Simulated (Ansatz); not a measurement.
System: TiO2 (Pbcn, No. 60; high-pressure phase). Method: r²SCAN (Ansatz, an electronic-structure program, plane waves, PAW).

Numerical settings: plane-wave cutoff 600 eV, 8×6×8 k mesh (along the axes of the cell as run), no spin polarisation, scalar-relativistic PAW data made under PBE.

Computed at the level's own relaxed cell.

```
CELL_PARAMETERS angstrom
      4.54526     0.00000     0.00000
      0.00000     5.51359     0.00000
      0.00000     0.00000     4.89366
ATOMIC_POSITIONS crystal
  Ti 0.50000 0.67580 0.75000
  Ti 0.50000 0.32420 0.25000
  Ti 0.00000 0.82420 0.25000
  Ti 0.00000 0.17580 0.75000
  O  0.72889 0.61819 0.08086
  O  0.27111 0.38181 0.91914
  O  0.77111 0.88181 0.58086
  O  0.22889 0.11819 0.41914
  O  0.22889 0.88181 0.91914
  O  0.77111 0.11819 0.08086
  O  0.27111 0.61819 0.41914
  O  0.72889 0.38181 0.58086
```

Task: Give the elastic tensor (Voigt notation, GPa, ions relaxed, in the Cartesian axes of the cell as printed).

Result: 
```
  344.5   174.5   184.0     0.0     0.0     0.0
  174.5   321.7   147.6     0.0     0.0     0.0
  184.0   147.6   393.8     0.0     0.0     0.0
    0.0     0.0     0.0    92.7     0.0     0.0
    0.0     0.0     0.0     0.0   131.7     0.0
    0.0     0.0     0.0     0.0     0.0    72.6
```

Note: the relaxation could not lower the start's symmetry, so the cell can be a saddle point above a distorted one.

The computed numbers hold no vibrational or temperature effects.
